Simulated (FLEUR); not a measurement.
Worked example: self-consistent single point of Mo (Im-3m, 1 atom in the cell) in FLEUR.

Method of the run: LDA (Perdew-Zunger), all-electron FLAPW (FLEUR), scalar-relativistic valence run with FLEUR.

```yaml
crystal:
  lattice:
    - [-1.56713, 1.56713, 1.56713]
    - [1.56713, -1.56713, 1.56713]
    - [1.56713, 1.56713, -1.56713]
  atoms:
    - { symbol: Mo, position: [0.00000, 0.00000, 0.00000] }
```

Reference input (self-consistent single point, DFT, LDA (Perdew-Zunger), all-electron FLAPW (FLEUR), scalar-relativistic valence): Kmax = 4.3 1/bohr; GmaxXC = 17.2 1/bohr; xcFunctional = pz; jspins = 1; l_soc = F; mode = hist; fermiSmearingEnergy = 0.00367493 Htr; mesh (inpgen div1-3) = 9 9 9; inpgen gamma flag = false; Gmax = 17.2 1/bohr; numbands = 0; maxIterBroyd = 40. This run's input differs from it in these lines:

```diff
@@ -34,3 +34,3 @@
    <cell>
-      <bzIntegration valenceElectrons="14.0" mode="hist" fermiSmearingEnergy="0.00367493">
+      <bzIntegration valenceElectrons="14.0" mode="hist" fermiSmearingEnergy="0.00073499">
          <kPointListSelection listName="default-1"/>
```

The program printed (abridged):

```
 Iteration:     1   Distance:      16.84984368 me/bohr^3
 Iteration:     2   Distance:      15.28522078 me/bohr^3
 Instability in determination of fermi-level,
 doubled temperature broading to continue
 Instability in determination of fermi-level,
 doubled temperature broading to continue
 Instability in determination of fermi-level,
 doubled temperature broading to continue
 Instability in determination of fermi-level,
 doubled temperature broading to continue
 Instability in determination of fermi-level,
 doubled temperature broading to continue
 Instability in determination of fermi-level,
 doubled temperature broading to continue
   [... lines left out ...]
 Instability in determination of fermi-level,
 doubled temperature broading to continue
 Instability in determination of fermi-level,
 doubled temperature broading to continue
 Instability in determination of fermi-level,
 doubled temperature broading to continue
 Instability in determination of fermi-level,
 doubled temperature broading to continue
 Instability in determination of fermi-level,
 doubled temperature broading to continue
 Instability in determination of fermi-level,
 doubled temperature broading to continue
 Instability in determination of fermi-level,
 doubled temperature broading to continue
**************FLEUR-Error*****************
Error message: Determination of fermi-level did not converge
Error occurred in subroutine: ef_newton
Hint: change temp. broad., set gauss = T, or use finer k mesh
Error from PE:0/1
 Last known location:
```

The program stopped with an error at about iteration 2. 

The starting cell has typed, rounded lattice constants, without a prior relaxation at this level. Its lattice was rescaled by up to half a per cent. Values depend on the basis (sphere radii, cutoffs, local orbitals), which need not be converged.
